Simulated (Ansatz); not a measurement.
For ZrB (Fm-3m, No. 225, 2 atoms in the cell; start COD 9008776), PBE in Ansatz (plane waves, PAW) gives:

- equilibrium lattice constant a: 4.904 Å
- bulk modulus B0: 160 GPa
- cohesive energy: 6.61 eV/atom

Problem. What does r²SCAN (PAW; Ansatz, an electronic-structure program) give for the same quantities?

Solution. 
- lattice constant a: 4.912 Å (grows by 0.2 %)
- bulk modulus: 163 GPa (rises by 1.9 %)
- cohesive energy: 6.38 eV/atom (drops by 0.23 eV/atom)

Changes are worked out from the printed values.

Unless a cell is named, each level is at its own relaxed cell (PBE 14.74, r²SCAN 14.81 Å³/atom).

Caveats: the bulk modulus is −V dP/dV from two relaxed cells at ±2 % in volume (PBE, r²SCAN); the relaxation could not lower the start's symmetry, so the cell can be a saddle point above a distorted one (PBE, r²SCAN). Ansatz's density-functional and Hartree–Fock values are scalar-relativistic unless marked +SOC, with PAW data made under PBE.
